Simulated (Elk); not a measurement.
A self-consistent single point of TbZn (P1, 2 atoms in the cell) with Elk.

Method of the run: LDA (PW92), all-electron FP-LAPW, Elk's shipped species files, APW+lo basis with extra local orbitals (Elk).

The change in words: atoms moved at random. Reference geometry:
```yaml
crystal:
  lattice:
    - [3.55188, 0.00000, 0.00000]
    - [0.00000, 3.55188, 0.00000]
    - [0.00000, 0.00000, 3.55188]
  atoms:
    - { symbol: Tb, position: [0.00000, 0.00000, 0.00000], spin: 6.0 }
    - { symbol: Zn, position: [0.50000, 0.50000, 0.50000] }
```
(The spins are starting values, not results.)

Reference input (self-consistent single point, DFT, LDA (PW92), all-electron FP-LAPW, Elk's shipped species files, APW+lo basis with extra local orbitals): spinpol = true; rgkmax = 7.5; swidth = 0.00367493 Ha; ngridk = 6 6 6; reducebf = 0.8; gmaxvr = 14 1/bohr; nxlo = 2; lorbcnd = true; lmaxi = 2; nempty = 12 per atom; maxscl = 100; bfcmt = [[0.0, 0.0, -6.0], [0.0, 0.0, 0.0]]. This run's input differs from it in these lines:

```diff
@@ -45,6 +45,6 @@
   1
-  0.0000000000  0.0000000000  0.0000000000    0.0 0.0 -6.0
+  -0.0106030000  0.0062550000  -0.0027190000    0.0 0.0 -6.0
   'Zn.in'
   1
-  0.5000000000  0.5000000000  0.5000000000    0.0 0.0 0.0
+  0.5106030000  0.4937450000  0.5027190000    0.0 0.0 0.0
```

Output (repeated stretches shortened):

```
│ Self-consistent loop started │
│ Loop number : 1 │
 total energy                :     -13406.2754937
 total moment                :    7.335416880
│ Loop number : 2 │
 total energy                :     -13410.7202517
 total moment                :    7.354311768
RMS change in Kohn-Sham potential (target) :    1.259233709     (  0.1000000000E-05)
Absolute change in total energy (target)   :    4.444758039     (  0.1000000000E-03)
│ Loop number : 3 │
 total energy                :     -13414.3595880
 total moment                :    7.318640850
RMS change in Kohn-Sham potential (target) :    1.217210598     (  0.1000000000E-05)
   [... lines left out ...]
│ Loop number : 98 │
 total energy                :     -13504.8448888
 total moment                :    5.974193469
RMS change in Kohn-Sham potential (target) :   0.2977015469E-05 (  0.1000000000E-05)
Absolute change in total energy (target)   :   0.4890258970E-04 (  0.1000000000E-03)
│ Loop number : 99 │
 total energy                :     -13504.8445407
 total moment                :    5.974216373
RMS change in Kohn-Sham potential (target) :   0.2945964692E-05 (  0.1000000000E-05)
Absolute change in total energy (target)   :   0.3358952345E-03 (  0.1000000000E-03)
│ Loop number : 100 │
Reached self-consistent loops maximum

Energies :
 Fermi                       :     0.245127776382
 xc effective B-field        :    -0.439751249985
 external B-field            :      0.00000000000
 total energy                :     -13504.8447990
 (external B-field energy excluded from total)

Density of states at Fermi energy :    260.1468889
 (states/Hartree/unit cell)

   [... lines left out ...]
Estimated indirect band gap :   0.1572692133E-03
Estimated direct band gap   :   0.1688937749E-03
   [... lines left out ...]
 at k-point    212

Charges :
 core                        :    58.00000000
 valence                     :    37.00000000
 interstitial                :    2.878180825
 muffin-tins (core leakage)
  species :    1 (Tb)
   atom    1                 :    63.15584470     (  0.7246937955E-05)
  species :    2 (Zn)
   atom    1                 :    28.96597447     (  0.8476911519E-04)
 total in muffin-tins        :    92.12181917
 total calculated charge     :    94.99034707
 total charge                :    95.00000000
 error                       :   0.9652934437E-02

Moments :
 interstitial                :   0.1245280767
 muffin-tins
  species :    1 (Tb)
   atom    1                 :    5.853839447
  species :    2 (Zn)
   atom    1                 :  -0.4143533866E-02
 total in muffin-tins        :    5.849695913
 total moment                :    5.974223990

│ Self-consistent loop stopped │
```

The run ended unconverged after 100 iterations. 

The starting cell comes from a database of computed structures (which also holds hypothetical and non-ambient phases and stackings), without a prior relaxation at this level. Its lattice was rescaled by a random factor within 2.5 % of one. For this run, on top of that: atoms moved at random. Spin-orbit coupling is off. Values depend on the basis (sphere radii, cutoffs, local orbitals), which need not be converged.

Cost on one core of a shared machine: roughly 10 min.
